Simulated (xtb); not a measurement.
xtb 6.7.1, GFN2-xTB: W(H)4(SiH3)2 ([SiH3][WH4][SiH3]), 13 atoms. The geometry is a generated start, not checked to be a minimum at this level.

```json
{
  "method": "GFN2-xTB",
  "--acc": "1 (default)",
  "--etemp (K)": "300 (default)",
  "detailed input (--input)": "none: ANC optimiser, Lindh (1995) Hessian, microcycle=20, maxdispl=1.0, hlow=0.01 (default)",
  "basis_functions": "40",
  "valence_electrons": "24"
}
```

```xyz
13

W      1.2350    -0.0549    -0.0458
H      1.2949     1.6576     0.5179
H      2.5512    -0.5218     1.1357
H      1.0790    -1.7682    -0.6095
H      2.4700     0.3006    -1.3494
Si    -0.6903     0.6146    -1.7440
H     -1.1816     2.0266    -1.8887
H     -2.0727     0.0351    -1.6561
H     -0.5823     0.3986    -3.2254
Si    -0.6001    -0.5597     1.8096
H     -0.3101    -1.2887     3.0856
H     -1.8179    -1.3753     1.4886
H     -1.3751     0.5355     2.4814
```

Charge 0 and multiplicity 1 are set for this test and not shown to be the ground state.

The structure is relaxed from this start with --opt LEVEL for the levels crude, sloppy, loose, lax, normal, tight, vtight, extreme, once each. Up to the end of the extreme run atoms move by at most 0.57 Å along an axis.

Q: What is the loosest level that ends within 1 meV of the extreme run, and how many cycles does it take?

A: vtight: 113 cycles against 116, ending 0.0031 meV above.

| level | cycles | energy above the extreme run (meV) | gradient norm (eV/Å) |
|---|---|---|---|
| crude | 1 | 5.1 | 0.12 |
| sloppy | 1 | 5.1 | 0.12 |
| loose | 1 | 5.1 | 0.12 |
| lax | 1 | 5.1 | 0.12 |
| normal | 14 | 4.3 | 0.034 |
| tight | 40 | 3.1 | 0.040 |
| vtight | 113 | under 0.01 | 0.0047 |
| extreme | 116 | — | 0.0013 |
